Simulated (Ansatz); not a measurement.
GaP (model structure, started from the NiAs type, P6₃/mmc, No. 194, 4 atoms in the cell): properties by level of theory

```json
[
 {"level (code)": "PBE (Ansatz)", "lattice constant a (Å)": "3.612", "lattice parameter c (Å)": "6.138", "cohesive energy (eV/atom)": "3.04"},
 {"level (code)": "PBEsol (Ansatz)", "lattice constant a (Å)": "3.557", "lattice parameter c (Å)": "6.073", "cohesive energy (eV/atom)": "3.51"},
 {"level (code)": "PBE-D3(BJ) (Ansatz)", "lattice constant a (Å)": "3.560", "lattice parameter c (Å)": "6.065", "cohesive energy (eV/atom)": "3.42"},
 {"level (code)": "r²SCAN (Ansatz)", "lattice constant a (Å)": "3.595", "lattice parameter c (Å)": "6.041", "cohesive energy (eV/atom)": "3.10"},
 {"level (code)": "r²SCAN+rVV10 (Ansatz)", "lattice constant a (Å)": "3.583", "lattice parameter c (Å)": "6.030", "cohesive energy (eV/atom)": "3.30"}
]
```

Ansatz's density-functional and Hartree–Fock values are scalar-relativistic unless marked +SOC, with PAW data made under PBE.

Free atoms are spin-polarised, in the lowest state found; at levels without +SOC their spin–orbit coupling is left out.

A model structure was made by putting elements into a prototype or built by hand; it is no filed structure, need not be a known phase, and can be a saddle point held by its symmetry.

Ansatz is a first-principles code.
